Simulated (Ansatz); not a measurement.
**How the bulk modulus B0 of B2CO (model structure, P-4m2, No. 115, 4 atoms in the cell) moves with the method**

No measured value is used here.

```csv
level (code),value (GPa),cell (Å³/atom)
LDA (Ansatz),311,6.23
PBE (Ansatz),282,6.51
PBEsol (Ansatz),296,6.38
r²SCAN (Ansatz),299,6.42
```

LDA, PBE, PBEsol, r²SCAN: the bulk modulus is −V dP/dV from two relaxed cells at ±2 % in volume. Each level is taken at its own relaxed cell. Cutoffs differ between the levels. Ansatz's density-functional and Hartree–Fock values are scalar-relativistic unless marked +SOC, with PAW data made under PBE.

A model structure was made by putting elements into a prototype or built by hand; it is no filed structure, need not be a known phase, and can be a saddle point held by its symmetry.

Ansatz is a first-principles code.
